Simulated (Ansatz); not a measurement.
Consider interstitial Na in monoclinic HfO2, charge state +1. These are PBE, PAW (plane waves to 420 eV; Ansatz, a quantum-chemistry and plane-wave program) values and carry that method's errors.

96-site cell at the relaxed PBE lattice, the Γ point alone, smearing 0.01 eV, spin-restricted, no finite-size correction. No zero-point or tunnelling terms. Spin-orbit coupling is left out. The charge state is imposed; whether it is stable for some Fermi level was not computed. Sites that were not tried may lie lower.

Barriers: single points on a 2×2×2 k-point mesh shifted by half a step at the bands' geometries.

Relaxed starting cell (atoms counted from 1):

```
CELL_PARAMETERS angstrom
     10.32305     0.00000     0.00000
      0.00000    10.42402     0.00000
     -1.79660     0.00000    10.55307
ATOMIC_POSITIONS crystal
  Hf 0.13623 0.22634 0.35443
  Hf 0.13758 0.22864 0.85531
  Hf 0.13602 0.72846 0.35562
  Hf 0.13824 0.72944 0.85615
  Hf 0.63515 0.22945 0.35411
  Hf 0.63839 0.22864 0.85299
  Hf 0.63919 0.73010 0.35315
  Hf 0.63861 0.72956 0.85166
  Hf 0.36032 0.26457 0.14593
  Hf 0.36050 0.26699 0.65046
  Hf 0.36252 0.77990 0.14424
  Hf 0.36212 0.77142 0.64781
  Hf 0.86248 0.27120 0.14626
  Hf 0.86121 0.26996 0.64480
  Hf 0.86246 0.77367 0.14623
  Hf 0.86113 0.77207 0.64530
  Hf 0.35064 0.47471 0.41565
  Hf 0.36376 0.47693 0.89720
  Hf 0.36189 0.97785 0.39716
  Hf 0.36319 0.97950 0.89499
  Hf 0.86177 0.47863 0.39492
  Hf 0.86535 0.47871 0.89200
  Hf 0.86061 0.97957 0.39551
  Hf 0.86185 0.97871 0.89525
  Hf 0.13628 0.02131 0.10405
  Hf 0.13653 0.02045 0.60425
  Hf 0.13559 0.52151 0.10726
  Hf 0.13330 0.52125 0.61052
  Hf 0.63956 0.02295 0.10377
  Hf 0.63712 0.02121 0.60360
  Hf 0.65135 0.52215 0.09429
  Hf 0.63827 0.52151 0.60225
  O  0.03306 0.08446 0.42391
  O  0.03316 0.08557 0.92435
  O  0.03430 0.58445 0.42631
  O  0.03782 0.58402 0.92470
  O  0.53268 0.08550 0.42437
  O  0.53440 0.08613 0.92360
  O  0.52979 0.58372 0.42095
  O  0.53688 0.58413 0.92098
  O  0.47478 0.40703 0.07068
  O  0.46518 0.41280 0.58080
  O  0.46569 0.91932 0.07549
  O  0.46602 0.91364 0.57597
  O  0.96554 0.41543 0.07593
  O  0.96310 0.41564 0.57724
  O  0.96597 0.91549 0.07574
  O  0.96543 0.91441 0.57549
  O  0.46242 0.33601 0.32827
  O  0.46644 0.33403 0.82582
  O  0.46696 0.83556 0.32489
  O  0.46680 0.83533 0.82625
  O  0.96618 0.33513 0.32651
  O  0.96704 0.33475 0.82546
  O  0.96584 0.83642 0.32572
  O  0.96597 0.83551 0.82614
  O  0.03373 0.16489 0.17446
  O  0.03427 0.16460 0.67417
  O  0.03357 0.66602 0.17452
  O  0.03253 0.66558 0.67625
  O  0.53279 0.16363 0.17502
  O  0.53303 0.16320 0.67460
  O  0.54298 0.67433 0.16536
  O  0.53369 0.66465 0.67233
  O  0.21858 0.36589 0.49628
  O  0.22694 0.36997 0.99267
  O  0.22485 0.86860 0.48925
  O  0.22518 0.87119 0.98891
  O  0.72316 0.37178 0.48659
  O  0.72775 0.37314 0.98524
  O  0.72363 0.87160 0.48775
  O  0.72403 0.87221 0.98834
  O  0.27489 0.12658 0.01128
  O  0.27522 0.12600 0.51167
  O  0.28124 0.62636 0.02063
  O  0.27353 0.62493 0.51877
  O  0.77565 0.13021 0.01126
  O  0.77445 0.12863 0.51089
  O  0.78141 0.63107 0.00713
  O  0.77401 0.62933 0.50906
  O  0.27517 0.12137 0.26120
  O  0.27545 0.12175 0.76234
  O  0.27413 0.62131 0.26909
  O  0.27486 0.62219 0.76652
  O  0.77499 0.12313 0.26119
  O  0.77544 0.12107 0.76092
  O  0.77807 0.62158 0.25904
  O  0.77590 0.62076 0.75858
  O  0.22522 0.37989 0.24281
  O  0.22431 0.37905 0.74291
  O  0.22443 0.87972 0.23860
  O  0.22445 0.87931 0.73922
  O  0.72399 0.38052 0.23614
  O  0.72482 0.37842 0.73628
  O  0.72503 0.88053 0.23899
  O  0.72427 0.87843 0.73774
  Na 0.44251 0.52026 0.22032
```
Cell charge +1.

End state 1 differs by these moves (Å; atoms that move under 0.08 Å are left out):

```json
[
 {"atom": "5", "element": "Hf", "Δx": "0.02", "Δy": "-0.10", "Δz": "0.02"},
 {"atom": "11", "element": "Hf", "Δx": "0.02", "Δy": "-0.10", "Δz": "0.02"},
 {"atom": "17", "element": "Hf", "Δx": "-0.01", "Δy": "0.03", "Δz": "-0.10"},
 {"atom": "31", "element": "Hf", "Δx": "-0.01", "Δy": "0.03", "Δz": "-0.10"},
 {"atom": "39", "element": "O", "Δx": "-0.07", "Δy": "0.10", "Δz": "0.09"},
 {"atom": "41", "element": "O", "Δx": "-0.07", "Δy": "0.10", "Δz": "0.09"},
 {"atom": "49", "element": "O", "Δx": "-0.07", "Δy": "-0.11", "Δz": "0.07"},
 {"atom": "63", "element": "O", "Δx": "-0.07", "Δy": "-0.11", "Δz": "0.07"},
 {"atom": "69", "element": "O", "Δx": "-0.04", "Δy": "0.02", "Δz": "-0.07"},
 {"atom": "75", "element": "O", "Δx": "-0.04", "Δy": "0.02", "Δz": "-0.07"},
 {"atom": "97", "element": "Na", "Δx": "1.08", "Δy": "-0.42", "Δz": "0.63"}
]
```

Question: Predict the forward and backward barriers to end state 1 from PBE, PAW.

Answer: forward 0.099 eV, backward 0.099 eV; at the saddle point atom 97 has neighbours 2 Hf at 2.55; 4 O at 2.09, 2 O at 2.61 Å. The saddle point's order was not checked, and it lies on a symmetry element of the cell, where a band can be held.

End state 2 differs by these moves (Å; atoms that move under 0.08 Å are left out):

```json
[
 {"atom": "8", "element": "Hf", "Δx": "0.14", "Δy": "-0.02", "Δz": "-0.08"},
 {"atom": "9", "element": "Hf", "Δx": "0.01", "Δy": "0.08", "Δz": "0.01"},
 {"atom": "11", "element": "Hf", "Δx": "-0.16", "Δy": "-0.05", "Δz": "0.23"},
 {"atom": "17", "element": "Hf", "Δx": "0.15", "Δy": "0.04", "Δz": "-0.19"},
 {"atom": "31", "element": "Hf", "Δx": "-0.14", "Δy": "-0.02", "Δz": "0.10"},
 {"atom": "40", "element": "O", "Δx": "0.07", "Δy": "-0.09", "Δz": "-0.06"},
 {"atom": "41", "element": "O", "Δx": "-0.09", "Δy": "0.08", "Δz": "0.05"},
 {"atom": "52", "element": "O", "Δx": "0.09", "Δy": "0.08", "Δz": "-0.06"},
 {"atom": "63", "element": "O", "Δx": "-0.15", "Δy": "-0.08", "Δz": "0.06"},
 {"atom": "65", "element": "O", "Δx": "0.07", "Δy": "0.05", "Δz": "-0.07"},
 {"atom": "91", "element": "O", "Δx": "-0.08", "Δy": "0.05", "Δz": "0.08"},
 {"atom": "97", "element": "Na", "Δx": "0.45", "Δy": "2.18", "Δz": "-2.64"}
]
```

Question: What is the computed forward and backward barriers to end state 2 (PBE, PAW)?

Answer: forward 2.76 eV, backward 2.76 eV; at the saddle point atom 97 has neighbours Hf at 2.38; O at 1.93, O at 1.96, 2 O at 2.09 Å. The saddle point's order was not checked.
